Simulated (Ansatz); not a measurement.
Consider the following.

```yaml
crystal:
  lattice:
    - [-1.48435, 1.48435, 1.48435]
    - [1.48435, -1.48435, 1.48435]
    - [1.48435, 1.48435, -1.48435]
  atoms:
    - { symbol: V, position: [0.00000, 0.00000, 0.00000] }
```

These are PBEsol, rigid bands (plane waves, PAW, scalar-relativistic; Ansatz, a quantum-chemistry and plane-wave program) values and carry that method's errors. Condition of this run: hydrostatic pressure -2 GPa (the target of the relaxation). Cell: cell and atoms relaxed with PBEsol, then loaded as said.

Task: Predict the product ρ₀λ of resistivity and mean free path that follows from the Fermi surface's area.

Result: 3.4 ×10⁻¹⁶ Ω·m².

Task: And the Drude plasma energy and the root-mean-square Fermi velocity at 300 K?

Result: 8.3 eV; 4.5e5 m/s.

A metal at this level (no band gap); rigid bands, thermally averaged at 300 K, both spins. Spin-orbit coupling is left out. τ is one relaxation time for all states; the product of resistivity and mean free path takes one path for all states instead.

Treated as nonmagnetic (a ferromagnetic start lost its moment, other orders weren't tried): V under load (space group Im-3m).
